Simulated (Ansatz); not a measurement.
TlBr in the CsCl type structure (space group Pm-3m, No. 221)

```cif
data_BrTl
_chemical_formula_sum 'Tl1 Br1'
_space_group_name_H-M_alt 'P 1'
_space_group_IT_number 1
_cell_length_a 4.05322
_cell_length_b 4.05322
_cell_length_c 4.05322
_cell_angle_alpha 90.000
_cell_angle_beta 90.000
_cell_angle_gamma 90.000
loop_
_space_group_symop_operation_xyz
  'x, y, z'
loop_
_atom_site_label
_atom_site_type_symbol
_atom_site_fract_x
_atom_site_fract_y
_atom_site_fract_z
_atom_site_occupancy
Tl1 Tl 0.00000 0.00000 0.00000 1
Br1 Br 0.50000 0.50000 0.50000 1
```

The values are results of PBE, PAW, 420 eV (Ansatz, an electronic-structure program; no SOC), not measurements. k-mesh 8×8×8 (Γ-centred); smearing 0.05 eV (Fermi–Dirac).

```yaml
volume_per_atom: 33.29 Å³
density: 7.09 g/cm³
band_gap: 1.99 eV, direct at X
electron_mass: 0.18 mₑ along k, 0.24 mₑ across
hole_mass: 0.31 mₑ along k, 0.52 mₑ across
Lowest conduction-band minima above the VBM: X along ⟨100⟩ 1.99 eV; R along ⟨111⟩ 2.35 eV
total_energy: -7114.503 eV/atom (σ→0; compares only within this code and set-up)
```

Spin-orbit coupling, missing from the scalar runs, can matter with Tl. Masses are band curvatures over ±0.01 Å⁻¹ around the edge. Along k means along the line from Γ to the band edge. Whether these cells are dynamically stable was not tested.
